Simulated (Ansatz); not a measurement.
Input:

```
CELL_PARAMETERS angstrom
      0.00000     2.04951     2.04951
      2.04951     0.00000     2.04951
      2.04951     2.04951     0.00000
ATOMIC_POSITIONS crystal
  Au 0.00000 0.00000 0.00000
```

Method: PBEsol, rigid bands (plane waves, PAW, scalar-relativistic; Ansatz, a quantum-chemistry and plane-wave program). Condition of this run: hydrostatic pressure -2 GPa (the target of the relaxation). Geometry: cell and atoms relaxed with PBEsol, then loaded as said.

For narrow interconnects the product ρ₀λ of bulk resistivity and mean free path ranks metals, the lower the better. What is it here?

8.4 ×10⁻¹⁶ Ω·m².

And the Drude plasma energy and the root-mean-square Fermi velocity at 300 K?

8.9 eV; 1.3e6 m/s.

A metal at this level (no band gap); rigid bands, thermally averaged at 300 K, both spins. Spin-orbit coupling is left out, which matters with elements this heavy. τ is one relaxation time for all states; the product of resistivity and mean free path takes one path for all states instead.
